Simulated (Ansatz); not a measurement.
**Effect of Al on a Ru site (antisite), symmetric start on AlRu**

Take an 8-atom supercell of AlRu in the CsCl type structure (space group Pm-3m, No. 221; a = 2.9825 Å) at its relaxed geometry as the base.

The change: one Ru atom is replaced by Al, atoms relaxed at fixed cell.

Level of theory: DFT with r2SCAN, PAW potentials and a 500 eV plane-wave cutoff in Ansatz (an electronic-structure program), spin-orbit coupling left out. k-mesh 8×8×8 (Γ-centred); smearing 0.05 eV (Fermi–Dirac).

The pressure goes from zero to 4.2 GPa and the largest displacement of a host atom from its site in the perfect cell is 0.00 Å. The mean distance from the defect site to its nearest host atoms stays 4.88 bohr.

The cell is small, so the values are those of an ordered compound at a high defect concentration; dilute-limit values will differ. The defect started on the symmetric site and kept its symmetry, so it may sit on a saddle. All final runs are without spin polarisation. The defect cell is not spin-polarised.
